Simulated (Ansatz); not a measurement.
Results of r²SCAN+rVV10 (plane waves, PAW; Ansatz, a program for electronic structure) for BN (Cm, No. 8, 8 atoms in the cell; start mp-1599; a measured phase of this formula has another space group).

Settings: plane-wave cutoff 560 eV, 14×14×8 k mesh (along the axes of the cell as run), Fermi–Dirac smearing 0.01 eV, scalar-relativistic PAW data made under PBE.

Cell (relaxed at this level):

Space group Cm (No. 8); a = 13.0154 Å, b = 2.5007 Å, c = 4.3581 Å, α = γ = 90.00°, β = 91.38°

| atom | site | symmetry | x | y | z |
|---|---|---|---|---|---|
| B | 2a | m | 0.0000 | 0.0000 | 0.9989 |
| B | 2a | m | 0.2001 | 0.0000 | 0.4292 |
| B | 2a | m | 0.3657 | 0.5000 | 0.3782 |
| B | 2a | m | 0.0317 | 0.5000 | 0.4993 |
| N | 2a | m | 0.4806 | 0.5000 | 0.3423 |
| N | 2a | m | 0.0061 | 0.5000 | 0.8433 |
| N | 2a | m | 0.1470 | 0.5000 | 0.4467 |
| N | 2a | m | 0.3123 | 0.0000 | 0.3907 |
(The calculation used a cell of 8 atoms; values per cell refer to that cell.)

What does this level give for the band gap, smallest direct gap on the k points sampled and Γ–Γ gap?


* **band gap**: 1.95 eV
* **smallest direct gap on the k points sampled**: 1.96 eV
* **Γ–Γ gap**: 5.40 eV

Static lattice: no zero-point or thermal effects.

The result took very roughly 2.9 core-minutes.

A start named mp-… is a Materials Project structure, which need not be a measured phase.
